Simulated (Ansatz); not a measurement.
Structures of equal composition on the (000-1) surface of 4H silicon carbide (C plane on top): (√3x√3)R30° Al adatom at H3; (√3x√3)R30° Al adatom at T4. The slabs share one bottom face, and each structure is named by its start. These are constructed structures in small cells; real faces may alloy, dewet or reconstruct in larger ones, and not all known structures of the face are among them. Slabs of about 11 Å, Fermi-Dirac smearing of 0.025 eV. Bottom of the slabs: H caps. Relaxed from the named starts with such symmetry as they have, on meshes of like density; energies extrapolated to zero smearing; spin only where a row says so; no spin-orbit coupling, no U. Brackets mark spin-polarised runs, whose order is one that fits the cell. Where a second, spin-polarised start was run, the lower counts.

The numbers are results of PBE (plane waves to 420 eV, PAW; Ansatz, an electronic-structure program), not measurements.

Task: Order them by energy per 1x1 cell (lowest first) at the level PBE.

Result: (√3x√3)R30° Al adatom at H3 (0.000 eV, gap 1.44 eV on the mesh), (√3x√3)R30° Al adatom at T4 (0.267 eV, gap 0.87 eV on the mesh)
